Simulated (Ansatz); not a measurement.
An Ansatz (a program for electronic structure) run: hypothetical diamond Re; plane-wave PAW DFT at the PBE level (Ansatz, 420 eV), scalar-relativistic without spin-orbit coupling.

Input:

Ansatz 0.2 input:
```yaml
crystal:
  lattice:
    - [0, 2.8256087838, 2.8256087838]
    - [2.8256087838, 0, 2.8256087838]
    - [2.8256087838, 2.8256087838, 0]
  atoms:
    - { symbol: Re, position: [0.25, 0.25, 0.25] }
    - { symbol: Re, position: [0, 0, 0] }
basis: { ecutwfc: 420, ecutrho_ratio: 4, xc_grid: 2, fft_grid_basis: typed }
kpoints: { mp_grid: { grid: [14, 14, 14] } }
hamiltonian:
  xc: pbe
  dispersion: none
  pseudopotentials: { kind: paw }
scf: { occupations: { method: fermi_dirac, width: 0.05 }, convergence: { dr2_threshold: 0.0000000002 } }
output: { forces: true, stress: true }
checkpoint: { write: state.ck, write_every: 1000 }
```

Output (explanatory and most iteration lines left out):

```
Pseudopotential: Re, paw, valence charge 15
Crystal: 2 atoms, lattice volume = 45.120 Å³
Basis set: ecut = 420 eV, 893 PW (Γ), exchange–correlation on 54×54×54 points (8 copies of the dense FFT grid, shifted against one another)
Bands: 19, of which v1, the nominal top of the filled ones, is band 15 counted from 1 (14 counted from 0)
Symmetry: 48 space group operations
Space group: Fd-3m (ITA 227), of the structure as read, at distance tolerance 3.6e-5 Å
k-points: 104 of 2744
Functional: x = pbe(κ = 0.804, μ = 0.2195149727645171), c = pbe(β = 0.06672455060314922)
SCF iter   1: F=—  HF=-21732.928915 eV  |F-HF|=—  |Δ(HF+E_count)|=         —  Δρ=5.39e-3  dr2=5.53e-3  ethr=1.77e-3  ⟨swp⟩=5.6  Hψ=8382  notcnv=0
SCF iter   2: F=—  HF=-21732.930471 eV  |F-HF|=—  |Δ(HF+E_count)|=   1.56e-3  Δρ=3.30e-3  dr2=2.39e-3  ethr=1.84e-5  ⟨swp⟩=2.0  Hψ=3142  notcnv=0
SCF 1 converged in 8 iterations: F = -21732.931297 eV  dr2 = 3.18e-11
SCF converged after 8 iterations
Free energy (F): -21732.931297 eV
Internal energy: -21732.921072 eV  (E = F + TS)
E sigma→0 (E₀):  -21732.926184 eV
Entropy (-TS):   -0.010224 eV (-5.112 meV/atom)
Fermi energy:    13.941375 eV
--- Forces (eV/Å), atoms counted from 1 ---
  atom   1  Re     0.00000000     0.00000000    -0.00000000
  atom   2  Re    -0.00000000     0.00000000    -0.00000000
--- Stress (GPa, compression-positive) ---
       -0.000128       0.000000      -0.000000
       -0.000000      -0.000128      -0.000000
       -0.000000      -0.000000      -0.000128
  P = ⅓ Tr σ = -0.0001 GPa (-0.001 kbar)
```

No phonon test of stability was made. The final runs are not spin-polarised. The cell is Re in the diamond structure (space group Fd-3m, No. 227; a hypothetical phase, not in the database extracts checked).
